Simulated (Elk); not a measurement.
Elk run on CaY (P4/mmm, 2 atoms in the cell): self-consistent single point.

Method of the run: PBE, all-electron FP-LAPW, Elk's shipped species files, LAPW+lo basis (Elk).

```yaml
crystal:
  lattice:
    - [3.62924, 0.00000, 0.00000]
    - [0.00000, 3.62924, 0.00000]
    - [0.00000, 0.00000, 4.75689]
  atoms:
    - { symbol: Ca, position: [0.50000, 0.50000, 0.50000] }
    - { symbol: Y, position: [0.00000, 0.00000, 0.00000] }
```

Reference input (self-consistent single point, DFT, PBE, all-electron FP-LAPW, Elk's shipped species files, LAPW+lo basis): xctype = 20; rgkmax = 7.5; stype = 0; swidth = 0.00367493 Ha; ngridk = 7 7 5; gmaxvr = 16 1/bohr; nxoapwlo = 1; maxscl = 100. This run's input differs from it in these lines:

```diff
@@ -7,3 +7,3 @@
 rgkmax
-  7.5
+  6.71
```

The program printed (abridged):

```
│ Self-consistent loop started │
│ Loop number : 1 │
 total energy                :     -4067.94789998
│ Loop number : 2 │
 total energy                :     -4067.96176969
RMS change in Kohn-Sham potential (target) :   0.2739302195     (  0.1000000000E-05)
Absolute change in total energy (target)   :   0.1386971714E-01 (  0.1000000000E-03)
│ Loop number : 3 │
 total energy                :     -4067.75719823
RMS change in Kohn-Sham potential (target) :   0.2485837561     (  0.1000000000E-05)
Absolute change in total energy (target)   :   0.2011040304     (  0.1000000000E-03)
│ Loop number : 4 │
   [... lines left out ...]
Absolute change in total energy (target)   :   0.5399623569E-03 (  0.1000000000E-03)
│ Loop number : 12 │
 total energy                :     -4066.18642898
RMS change in Kohn-Sham potential (target) :   0.2214390630E-05 (  0.1000000000E-05)
Absolute change in total energy (target)   :   0.2895781618E-03 (  0.1000000000E-03)
│ Loop number : 13 │
 total energy                :     -4066.18642407
RMS change in Kohn-Sham potential (target) :   0.5842927172E-06 (  0.1000000000E-05)
Absolute change in total energy (target)   :   0.7730713787E-04 (  0.1000000000E-03)
Convergence targets achieved

│ Loop number : 14 │

Energies :
 Fermi                       :     0.206992548894
 total energy                :     -4066.18642481

Density of states at Fermi energy :    84.72305342
 (states/Hartree/unit cell)

Estimated indirect band gap :   0.1972553029E-02
 from k-point     21 to k-point     17
Estimated direct band gap   :   0.6133104744E-02
 at k-point     30

Charges :
 core                        :    38.00000000
 valence                     :    21.00000000
 interstitial                :    3.989440547
 muffin-tins (core leakage)
  species :    1 (Ca)
   atom    1                 :    18.21797684     (  0.1950542838E-07)
  species :    2 (Y)
   atom    1                 :    36.79258261     (  0.8972942140E-05)
 total in muffin-tins        :    55.01055945
 total calculated charge     :    59.01009263
 total charge                :    59.00000000
 error                       :   0.1009263422E-01

│ Self-consistent loop stopped │
```

The run converged in 14 iterations. The count includes the last loop, which Elk runs after its targets are met. Against the reference run the total energy rises by 164 meV/atom.

The starting cell was generated: these elements placed on a structure prototype, without a prior relaxation; it need not be a known phase or ordering of this composition. Values depend on the basis (sphere radii, cutoffs, local orbitals), which need not be converged. The log's line on a gap gives a spacing of levels on this mesh, which the program prints for metals too.
